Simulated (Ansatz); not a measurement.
The parent structure is HfO2 (space group P4_2/nmc, No. 137; a = 3.567 Å, c = 5.166 Å). Axes: x, y, z lie along a, b, c of the conventional cell.

Level of theory: PBEsol (Ansatz, an electronic-structure program, PAW, scalar-relativistic without spin-orbit coupling).

One thing is altered: the cell is scaled by 0.9952 in all directions, atoms relaxed at fixed cell.

Problem. Predict the stress tensor and what it implies for the stiffness.

Solution. Stress of the strained cell less that of the base (GPa, compression positive):
```
   3.49    0.00    0.00
   0.00    3.49    0.00
   0.00    0.00    2.39
```

Then B = −ΔP/(ΔV/V₀) with ΔV/V₀ = -0.0143 gives secant stiffness values (nonlinear terms included at this strain): B (at held cell shape, above the free-shape value) ≈ 218 GPa.

Stability against distortions was not tested. This is not the structure that HfO2 has at room temperature and ambient pressure.
